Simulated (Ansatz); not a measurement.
System: BaHfO3 (Pm-3m, No. 221, 5 atoms in the cell; start mp-998552). Method: LDA (Ansatz, a first-principles code, PAW).

Numerical settings: plane-wave cutoff 520 eV, 8×8×8 k mesh, perturbation theory, scalar-relativistic PAW data made under PBE.

Computed at the level's own relaxed cell.

Harmonic phonon frequencies (cm⁻¹; i marks an imaginary mode; at Γ without the LO shift):

```csv
q point,frequencies
Γ,0 0 0 104 104 104 185 185 185 191 191 191 545 545 545
X,85 85 94 94 139 184 203 203 234 267 267 396 534 534 760
M,72 85 85 85 108 186 186 280 280 295 295 411 521 613 807
```

No imaginary mode appears at these points.

Note: the relaxation could not lower the start's symmetry, so the cell can be a saddle point above a distorted one.

A start named mp-… is a Materials Project structure, which need not be a measured phase.
